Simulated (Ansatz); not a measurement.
The starting structures come from a database of crystals and need not be the phases stable at ambient conditions.

 Where the default PAW files enter, the runs use the earlier of Ansatz's two default sets.

Data:

```xyz
4
Lattice="5.6232 0.0000 0.0000 0.0000 5.6624 0.0000 0.0000 2.8312 2.8312" Properties=species:S:1:pos:R:3 pbc="T T T"
Zn     0.0000     0.0000     0.0000
Sn     2.8116     2.8312     0.0000
P      4.3464     1.4156     1.4156
P      1.2768     4.2468     1.4156
```

Space group of this cell: P-4m2. The cell is taken as given.

Transport runs along the normal of the first two printed cell vectors, the (110) plane of the conventional cell.

The gap is the functional's own, uncorrected, and κ follows it; spin-orbit coupling is left out. Mid-gap values are interpolated between the computed energies.

Question: Estimate the band gap and the smallest decay constant κ at mid-gap that r2SCAN run with Ansatz (a program for electronic structure) returns for this system.

Answer: Gap 0.87 eV on a 6×10×10 mesh; κ = 0.074 1/Å, at the zone centre.
